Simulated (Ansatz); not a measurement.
Ti interstitial in alpha quartz (start: void with 6O2Si nearest; 72-site cell, 2×2×2 Γ-centred sampling). All values below come from PBE, PAW (plane waves to 420 eV; Ansatz, a program for electronic structure). Total energies of the localised charge states, counted from that of charge +3, and their image corrections (point charge with alignment); the host's valence-band maximum lies at 1.990 eV on the cells' energy zero and its gap is 5.68 eV.

```
charge  moment (μB)  E − E(first) (eV)  correction (eV)
------  -----------  -----------------  ---------------
+3              1.0              0.000            4.601
+2              2.0              5.146            2.243
+1              3.0             12.300            0.720
0               2.0             19.055            0.000
```

Derive the transition levels above the valence-band maximum and say which of them are thermodynamic.

A level is the Fermi energy at which two charges have equal formation energy: ε(q/q′) = [E(q′) + corr(q′) − E(q) − corr(q)] / (q − q′) − E_VBM.
ε(+3/+2) = [(5.146 + 2.243) − (0.000 + 4.601)] / 1 − 1.990 = 0.80 eV
ε(+2/+1) = [(12.300 + 0.720) − (5.146 + 2.243)] / 1 − 1.990 = 3.64 eV
ε(+1/0) = [(19.055 + 0.000) − (12.300 + 0.720)] / 1 − 1.990 = 4.04 eV
Thermodynamic levels at least 0.1 eV inside the gap: (+3/+2) at 0.80 eV; (+2/+1) at 3.64 eV; (+1/0) at 4.04 eV. Corrections reach 4.60 eV, so the outer levels may be off by several tenths of an eV. Only the charges listed were compared. The geometries come from one start. Flagged in the runs: a doubtful potential alignment, a host whose relaxation on this sampling wasn't shown to rest, a strain field that reaches the edge of the cell.
